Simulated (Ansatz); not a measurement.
Results of PBEsol in Ansatz (plane waves, PAW) for GaAs (model structure, started from the BN type, Pm-3n, No. 223, 12 atoms in the cell).

Settings: plane-wave cutoff 520 eV, 6×6×6 k mesh, Fermi–Dirac smearing 0.01 eV, scalar-relativistic PAW data made under PBE.

Cell (relaxed at this level):

```cif
data_As6Ga6
_chemical_formula_sum 'Ga6 As6'
_space_group_name_H-M_alt 'P 1'
_space_group_IT_number 1
_cell_length_a 6.98365
_cell_length_b 6.98365
_cell_length_c 6.98365
_cell_angle_alpha 90.000
_cell_angle_beta 90.000
_cell_angle_gamma 90.000
loop_
_space_group_symop_operation_xyz
  'x, y, z'
loop_
_atom_site_label
_atom_site_type_symbol
_atom_site_fract_x
_atom_site_fract_y
_atom_site_fract_z
_atom_site_occupancy
Ga1 Ga 0.25000 0.00000 0.50000 1
Ga2 Ga 0.50000 0.25000 0.00000 1
Ga3 Ga 0.50000 0.75000 0.00000 1
Ga4 Ga 0.75000 0.00000 0.50000 1
Ga5 Ga 0.00000 0.50000 0.75000 1
Ga6 Ga 0.00000 0.50000 0.25000 1
As1 As 0.25000 0.50000 0.00000 1
As2 As 0.00000 0.25000 0.50000 1
As3 As 0.00000 0.75000 0.50000 1
As4 As 0.75000 0.50000 0.00000 1
As5 As 0.50000 0.00000 0.75000 1
As6 As 0.50000 0.00000 0.25000 1
```

What does this level give for the band gap?


band gap: 0.28 eV (direct)

Note: the relaxation could raise the start's symmetry but not lower it, so the cell can be a saddle point.

Spin–orbit coupling is not included.

Static lattice: no zero-point or thermal effects.

A model structure was made by putting elements into a prototype or built by hand; it is no filed structure, need not be a known phase, and can be a saddle point held by its symmetry.

Ansatz is a first-principles code.
